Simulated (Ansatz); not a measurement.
Levels about the gap of amorphous Si$_{24}$O$_{48}$Mo (73 atoms in a cell of 1105 Å³, 2.31 g/cm³; zone centre alone, so wide bands show as single levels with stretches between that a denser mesh fills), at the geometry that PBE relaxed, where it gives 0.2 GPa on a denser mesh. The participation number counts the atoms over which a state spreads; weights are charges in smoothed Voronoi cells. The levels come from a single point, so bond lengths are those of that geometry. Method of the levels: PBE, scalar-relativistic without spin-orbit coupling (Ansatz, a first-principles code). Sampling: the zone centre alone; Fermi-Dirac width 0.01 eV; collinear spin, started from moments on atoms (at the end a net moment of 2.0 μB). The usual formal charges leave 6 electrons over, so the level spacing at the Fermi energy parts defect or band states and needn't be the band gap. In the spin-polarised cell the level spacing at the Fermi energy can part levels of unlike spin. At PBE the levels at both edges of the gap are localised (band-tail or defect states), and the nearest spread-out levels lie 5.3 eV apart at the zone centre.

A CHGNet melt-quench gave the starting glass, which DFT then relaxed. O atoms were pushed apart under 1.9 Å during the dynamics, to hinder bonds among them. The hot cell started wider than the set density and was brought back towards it in steps. It is the lowest in DFT energy of 2 quenches. It is a model cell: composition and starting density were chosen by hand, and all elements were melted together. No dispersion term was used. Its density started from a set value of 2.31 and ended at 2.31 g/cm³. The quench (nominally 480 K/ps over its main leg) was far faster than any real one, so the model tends to hold more defects than a real film. A cell of this size samples the disorder only roughly. The volume was held where the preparation left it and the shape relaxed, at a PBE pressure of 0.2 GPa. Cycles of charging lowered its energy after that relaxation.

```csv
"E - E(highest filled), eV",filling,spin,participation number,largest on,weight O,weight Mo,weight Si
-1.80,filled,dn,6.8,"O, 2 neighbours",0.95,0.00,0.05
-1.04,filled,up,3.5,"Mo, 4 neighbours",0.33,0.49,0.18
-0.66,filled,dn,4.1,"Mo, 4 neighbours",0.35,0.41,0.24
-0.22,filled,up,6.8,"Si, 4 neighbours",0.54,0.00,0.46
-0.21,filled,dn,6.9,"Si, 4 neighbours",0.54,0.01,0.46
-0.13,filled,up,1.9,"Mo, 4 neighbours",0.25,0.71,0.04
0.00,filled,up,1.9,"Mo, 4 neighbours",0.25,0.71,0.03
1.58,empty,dn,1.9,"Mo, 4 neighbours",0.24,0.71,0.05
1.64,empty,up,2.3,"Mo, 4 neighbours",0.34,0.63,0.03
1.78,empty,dn,1.7,"Mo, 4 neighbours",0.21,0.75,0.04
2.03,empty,up,2.8,"Mo, 4 neighbours",0.34,0.58,0.08
2.29,empty,dn,2.2,"Mo, 4 neighbours",0.31,0.66,0.03
2.59,empty,dn,2.9,"Mo, 4 neighbours",0.33,0.57,0.10
3.06,empty,up,12.5,"Mo, 4 neighbours",0.52,0.23,0.25
```

Most localised among these is the empty level at +1.78 eV, on a Mo atom, which has 4 neighbours (O 1.86 Å, O 1.91 Å, O 2.16 Å, Si 2.33 Å).
